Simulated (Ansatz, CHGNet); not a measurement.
# How the volume per atom of white tin (β-Sn) moves with the method

No measured value is used here.

| level (code) | value (Å³/atom) |
|---|---|
| CHGNet 0.3.0 (CHGNet) | [?] |
| LDA (Ansatz) | 26.17 |
| PBE (Ansatz) | 28.41 |
| PBE+SOC (Ansatz) | 28.41 |
| PBE-D3(BJ) (Ansatz) | 27.21 |
| PBEsol-D3(BJ) (Ansatz) | 25.76 |
| rVV10 (Ansatz) | [?] |
| r²SCAN-D4 (Ansatz) | 27.22 |
| r²SCAN+rVV10 (Ansatz) | [?] |

Some entries are withheld; supply them.


- CHGNet 0.3.0 (CHGNet), value (Å³/atom): 30.13
- rVV10 (Ansatz, a first-principles code), value (Å³/atom): 29.43
- r²SCAN+rVV10 (Ansatz), value (Å³/atom): 27.13

Cutoffs differ between the levels. Ansatz's density-functional and Hartree–Fock values are scalar-relativistic unless marked +SOC, with PAW data made under PBE.

Machine-learned potentials (CHGNet 0.3.0) are trained on DFT data, which may include these solids.
